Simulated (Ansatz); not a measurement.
## Hypothetical fluorite TaGe2, response to strain

The reference is TaGe2 in the fluorite structure (space group Fm-3m, No. 225; a hypothetical phase, not in the database extracts checked; relaxed with 0.1 eV smearing).

```xyz
3
Lattice="0.0000 3.1382 3.1382 3.1382 0.0000 3.1382 3.1382 3.1382 0.0000" Properties=species:S:1:pos:R:3 pbc="T T T"
Ta     0.0000     0.0000     0.0000
Ge     1.5691     1.5691     1.5691
Ge     4.7072     4.7072     4.7072
```

Cartesian axes are those of the cell as printed.

Strains are applied to the cell and any free atomic positions relax; under biaxial strain the out-of-plane vector relaxes too; under stress the whole cell relaxes.

Method: PBE (Ansatz, a program for electronic structure, PAW, no spin-orbit coupling).

Notes on the quantities. pressure: mean of the normal stresses, compression positive; energy relative to the base: free energy F.

```json
[
 {"case": "base", "pressure": "0.0 GPa", "volume per atom": "20.60 Å³", "energy relative to the base": "0 meV/atom"},
 {"case": "biaxial strain −2.69 %, plane normal [001], relaxed out of plane", "pressure": "-6.4 GPa", "volume per atom": "21.85 Å³", "energy relative to the base": "-40 meV/atom"},
 {"case": "biaxial strain −2.38 %, plane normal [001], relaxed out of plane", "pressure": "-6.1 GPa", "volume per atom": "21.82 Å³", "energy relative to the base": "-32 meV/atom"},
 {"case": "biaxial strain −1.05 %, plane normal [001], relaxed out of plane", "pressure": "-3.0 GPa", "volume per atom": "21.23 Å³", "energy relative to the base": "-5.7 meV/atom"},
 {"case": "biaxial strain +0.88 %, plane normal [001], relaxed out of plane", "pressure": "1.3 GPa", "volume per atom": "20.34 Å³", "energy relative to the base": "-2.4 meV/atom"},
 {"case": "biaxial strain +4.59 %, plane normal [110], relaxed out of plane", "pressure": "2.7 GPa", "volume per atom": "19.56 Å³", "energy relative to the base": "-43 meV/atom"},
 {"case": "isotropic strain +0.18 %", "pressure": "-0.5 GPa", "volume per atom": "20.71 Å³", "energy relative to the base": "+0.2 meV/atom"},
 {"case": "isotropic strain +2.73 %", "pressure": "-6.7 GPa", "volume per atom": "22.34 Å³", "energy relative to the base": "+39 meV/atom"},
 {"case": "uniaxial strain ε_xx = +0.41 %", "pressure": "-0.4 GPa", "volume per atom": "20.69 Å³", "energy relative to the base": "+0.1 meV/atom"},
 {"case": "uniaxial stress, 5 GPa compression along z", "pressure": "–", "volume per atom": "20.02 Å³", "energy relative to the base": "-12 meV/atom"}
]
```

A biaxial case was relaxed in a doubled cell and then solved in the primitive one. Stability under load was not tested beyond the relaxation. The final runs are not spin-polarised. An odd electron count without spin: TaGe2. Under biaxial strain −2.69 %, plane normal [001], relaxed out of plane, biaxial strain −2.38 %, plane normal [001], relaxed out of plane and biaxial strain −1.05 %, plane normal [001], relaxed out of plane and more the cell ends below the base's energy or with stress of the wrong sign: the atoms slid into a distortion or the cell is elastically unstable, so the base is not a stable minimum at this level. TaGe2 has a high density of states at the Fermi level and may be magnetic at this level. Under uniaxial stress, 5 GPa compression along z the cell changed shape so far that it is another structure.
